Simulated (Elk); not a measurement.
# Elk run on La3Mg (I4/mmm, 4 atoms in the cell): self-consistent single point

Method of the run: LDA (PW92), all-electron FP-LAPW, Elk's shipped species files, default APW+lo basis run with Elk.

The input file:

```
tasks
  0

stype
  0

swidth
  0.00499791

maxscl
  100

scale
  11.96841587

avec
   -0.3989018288    0.3989018288    0.8256843598
    0.3989018288   -0.3989018288    0.8256843598
    0.3989018288    0.3989018288   -0.8256843598

sppath
  'species/'

atoms
  2
  'La.in'
  3
  0.5000000000  0.5000000000  0.0000000000    0.0 0.0 0.0
  0.2500000000  0.7500000000  0.5000000000    0.0 0.0 0.0
  0.7500000000  0.2500000000  0.5000000000    0.0 0.0 0.0
  'Mg.in'
  1
  0.0000000000  0.0000000000  0.0000000000    0.0 0.0 0.0

ngridk
  6 6 6
```

Output (repeated stretches shortened):

```
│ Elk code version 10.2.4 │

All units are atomic (Hartree, Bohr, etc.)

│ Ground-state run starting from atomic densities │

Lattice vectors :
  -4.774222978       4.774222978       9.882133795
   4.774222978      -4.774222978       9.882133795
   4.774222978       4.774222978      -9.882133795

Unit cell volume      :    900.9820076
Brillouin zone volume :   0.2753109511

Muffin-tin inner radius fraction :   0.1000000000E-01

Nuclei treated as point charges

Species :    1 (La)
 parameters loaded from : La.in
 name : lanthanum
 nuclear charge    :   -57.00000000
 electronic charge :    57.00000000
 atomic mass :    253209.2364
 muffin-tin radius :    2.800000000
 number of radial points in muffin-tin :    697
 atomic positions (lattice), magnetic fields (Cartesian) :
   1 :   0.50000000  0.50000000  0.00000000    0.00000000  0.00000000  0.00000000
   2 :   0.25000000 -0.25000000  0.50000000    0.00000000  0.00000000  0.00000000
   3 :  -0.25000000  0.25000000  0.50000000    0.00000000  0.00000000  0.00000000

Species :    2 (Mg)
 parameters loaded from : Mg.in
 name : magnesium
 nuclear charge    :   -12.00000000
 electronic charge :    12.00000000
 atomic mass :    44305.30462
 muffin-tin radius :    2.200000000
 number of radial points in muffin-tin :    397
 atomic positions (lattice), magnetic fields (Cartesian) :
   1 :   0.00000000  0.00000000  0.00000000    0.00000000  0.00000000  0.00000000

Total number of atoms per unit cell :    4

Spin treatment :
 spin-unpolarised

Number of Bravais lattice symmetries :   16
Number of crystal symmetries         :   16
Crystal has inversion symmetry
Real symmetric eigensolver will be used

k-point grid :      6     6     6
k-point offset :    0.000000000       0.000000000       0.000000000
k-point set is reduced with full crystal symmetry group
Total number of k-points :       30

Muffin-tin radius times maximum |G+k| :    7.000000000
 using average radius
Maximum |G+k| for APW functions       :    2.641509434
Maximum (1/2)|G+k|²                   :    3.488786045
Maximum |G| for potential and density :    12.00000000
 potential will be trimmed for |G| > 2 gkmax
Constant for pseudocharge density :    8
Radial integration step length :    4

G-vector grid sizes :     48    48    48
Number of G-vectors :    26337

Maximum angular momentum used for
 APW functions                      :    8
 outer part of muffin-tin           :    6
 inner part of muffin-tin           :    1

Total nuclear charge    :   -183.0000000
Total core charge       :    140.0000000
Total valence charge    :    43.00000000
Total excess charge     :    0.000000000
Total electronic charge :    183.0000000

Effective Wigner radius, rₛ :    1.055339369

Number of empty states         :   16
Total number of valence states :   38
Total number of core states    :  140

Total number of local-orbitals :   47

Exchange-correlation functional :      3     0     0
 Perdew-Wang/Ceperley-Alder, Phys. Rev. B 45, 13244 (1992)
 gradient requirement :    0
 local density approximation (LDA)

Smearing type :    0
 Gaussian
Smearing width :   0.4997910000E-02
Effective electronic temperature (K) :    1578.215154

Mixing type :    3
 Broyden mixing, J. Phys. A: Math. Gen. 17, L317 (1984)

Kohn-Sham potential initialised from atomic data

│ Self-consistent loop started │
│ Loop number : 1 │
 total energy                :     -25695.5113118
│ Loop number : 2 │
 total energy                :     -25695.0371281
RMS change in Kohn-Sham potential (target) :   0.9174083335E-01 (  0.1000000000E-05)
Absolute change in total energy (target)   :   0.4741836757     (  0.1000000000E-03)
│ Loop number : 3 │
 total energy                :     -25693.5496920
RMS change in Kohn-Sham potential (target) :   0.8560564200E-01 (  0.1000000000E-05)
Absolute change in total energy (target)   :    1.605982050     (  0.1000000000E-03)
│ Loop number : 4 │
 total energy                :     -25691.0185108
RMS change in Kohn-Sham potential (target) :   0.7420372100E-01 (  0.1000000000E-05)
Absolute change in total energy (target)   :    2.932676692     (  0.1000000000E-03)
│ Loop number : 5 │
 total energy                :     -25686.7518433
RMS change in Kohn-Sham potential (target) :   0.5791177648E-01 (  0.1000000000E-05)
Absolute change in total energy (target)   :    4.999836710     (  0.1000000000E-03)
│ Loop number : 6 │
 total energy                :     -25680.2964038
RMS change in Kohn-Sham potential (target) :   0.3097701611E-01 (  0.1000000000E-05)
Absolute change in total energy (target)   :    7.705398641     (  0.1000000000E-03)
│ Loop number : 7 │
 total energy                :     -25674.4940343
RMS change in Kohn-Sham potential (target) :   0.7168538036E-02 (  0.1000000000E-05)
Absolute change in total energy (target)   :    7.728719232     (  0.1000000000E-03)
│ Loop number : 8 │
 total energy                :     -25672.9883144
RMS change in Kohn-Sham potential (target) :   0.2685446487E-02 (  0.1000000000E-05)
Absolute change in total energy (target)   :    3.437899664     (  0.1000000000E-03)
│ Loop number : 9 │
 total energy                :     -25673.1753730
RMS change in Kohn-Sham potential (target) :   0.9574665653E-03 (  0.1000000000E-05)
Absolute change in total energy (target)   :   0.6724163579     (  0.1000000000E-03)
│ Loop number : 10 │
 total energy                :     -25673.2793738
RMS change in Kohn-Sham potential (target) :   0.4365671091E-03 (  0.1000000000E-05)
Absolute change in total energy (target)   :   0.6410327918E-01 (  0.1000000000E-03)
│ Loop number : 11 │
 total energy                :     -25673.3180451
RMS change in Kohn-Sham potential (target) :   0.1224235241E-03 (  0.1000000000E-05)
Absolute change in total energy (target)   :   0.2264549195E-01 (  0.1000000000E-03)
│ Loop number : 12 │
 total energy                :     -25673.3114779
RMS change in Kohn-Sham potential (target) :   0.5126794730E-04 (  0.1000000000E-05)
Absolute change in total energy (target)   :   0.9057996031E-03 (  0.1000000000E-03)
│ Loop number : 13 │
 total energy                :     -25673.3094567
RMS change in Kohn-Sham potential (target) :   0.1565616632E-04 (  0.1000000000E-05)
Absolute change in total energy (target)   :   0.2247694028E-02 (  0.1000000000E-03)
│ Loop number : 14 │
 total energy                :     -25673.3098192
RMS change in Kohn-Sham potential (target) :   0.2277916871E-05 (  0.1000000000E-05)
Absolute change in total energy (target)   :   0.1993537371E-03 (  0.1000000000E-03)
│ Loop number : 15 │
 total energy                :     -25673.3097694
RMS change in Kohn-Sham potential (target) :   0.1334479509E-05 (  0.1000000000E-05)
Absolute change in total energy (target)   :   0.9966710786E-04 (  0.1000000000E-03)
│ Loop number : 16 │
 total energy                :     -25673.3097138
RMS change in Kohn-Sham potential (target) :   0.4419566181E-06 (  0.1000000000E-05)
Absolute change in total energy (target)   :   0.8052832345E-04 (  0.1000000000E-03)
Convergence targets achieved

│ Loop number : 17 │

Energies :
 Fermi                       :     0.253528337551
 sum of eigenvalues          :     -15830.5943832
 electron kinetic            :      27452.8218163
 core electron kinetic       :      27222.8463728
 Coulomb                     :     -52517.5482558
 Coulomb potential           :     -42476.1686677
 nuclear-nuclear             :     -1842.27207022
 electron-nuclear            :     -58874.3837035
 Hartree                     :      8199.10751790
 Madelung                    :     -31279.4639220
 xc potential                :     -807.247531726
 exchange                    :     -591.128267135
 correlation                 :     -17.4550313987
 total energy                :     -25673.3097381

Density of states at Fermi energy :    168.7106939
 (states/Hartree/unit cell)

Estimated indirect band gap :   0.1130023248E-02
 from k-point      5 to k-point      6
Estimated direct band gap   :   0.5157266229E-02
 at k-point     20

Charges :
 core                        :    140.0000000
 valence                     :    43.00000000
 interstitial                :    8.565905633
 muffin-tins (core leakage)
  species :    1 (La)
   atom    1                 :    54.64144302     (  0.2223199581E-03)
   atom    2                 :    54.65508465     (  0.2225232941E-03)
   atom    3                 :    54.65508465     (  0.2225232941E-03)
  species :    2 (Mg)
   atom    1                 :    10.48248206     (  0.1332267630E-14)
 total in muffin-tins        :    174.4340944
 total calculated charge     :    183.0009734
 total charge                :    183.0000000
 error                       :   0.9733522448E-03

│ Self-consistent loop stopped │
```

The run converged in 17 iterations. The count includes the last loop, which Elk runs after its targets are met.

The starting cell comes from a database of computed structures (which also holds hypothetical and non-ambient phases and stackings), without a prior relaxation at this level. Values depend on the basis (sphere radii, cutoffs, local orbitals), which need not be converged. The log's line on a gap gives a spacing of levels on this mesh, which the program prints for metals too.

Cost on one core of a shared machine: roughly 40 s.
